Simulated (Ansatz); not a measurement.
**Effect of B vacancy, symmetric start on BAs**

Consider a 24-atom supercell of BAs in the zinc blende structure (space group F-43m, No. 216; a = 4.768 Å) at its relaxed geometry.

It is then changed as follows: one B atom is removed, atoms relaxed at fixed cell.

Level of theory: PBEsol in Ansatz (plane waves to 420 eV, PAW, no spin-orbit coupling), earlier PAW set. Γ-centred 4×3×4 mesh, Fermi–Dirac width 0.01 eV.

```yaml
pressure: -0.8 GPa (base 0.0 GPa)
gap_of_the_supercell: zero (base 1.17 eV)
total_moment_of_the_cell: 0.0 μB
energy_gained_by_relaxation: 0.02 eV
largest_displacement_of_a_host_atom_from_its_site_in_the_perfect_cell: 0.05 Å
mean_distance_from_the_defect_site_to_its_nearest_host_atoms: 3.90 bohr (base 3.90 bohr)
```

Final structure:

```xyz
23
Lattice="0.0000 4.7677 4.7677 4.7677 -4.7677 4.7677 4.7677 4.7677 0.0000" Properties=species:S:1:pos:R:3 pbc="T T T"
As     3.5793     3.5668     3.5793
As     5.9686     5.9562     3.5793
As     5.9489     3.5865     5.9489
As     3.5773     1.1904     5.9623
As     8.3379     3.5662     8.3379
As     5.9693     1.1975     8.3379
As     3.5793     1.1884     1.2009
As     5.9335     3.6019     1.1658
As     5.9623     1.1904     3.5773
As     3.5773    -1.1946     3.5773
As     8.3379     1.1975     5.9693
As     5.9588    -1.1911     5.9588
B      2.3886     2.3792     0.0138
B      2.3743    -0.0110     2.3743
B      4.7787     2.3934     2.3743
B      4.7696    -0.0019     4.7696
B      7.1530     2.3825     4.7738
B      0.0138     2.3792     2.3886
B      2.3886     4.7539     2.3886
B      2.3743     2.3934     4.7787
B      4.7595     4.7759     4.7595
B      4.7738     2.3825     7.1530
B      7.1530     4.7617     7.1530
```

Other magnetic orders, which the real material may have, were not ruled out. In so small a cell the defect repeats every few ångströms: this is an ordered compound, not a dilute defect. The mesh was chosen for an insulator and is coarse for the gapless case. The defect started on the symmetric site and kept its symmetry, so it may sit on a saddle. Starting moments died away, wholly or in part, for B vacancy; another magnetic solution may exist. The defect cell is spin-polarised and ends with 0.0 μB.

Ansatz is a first-principles code.
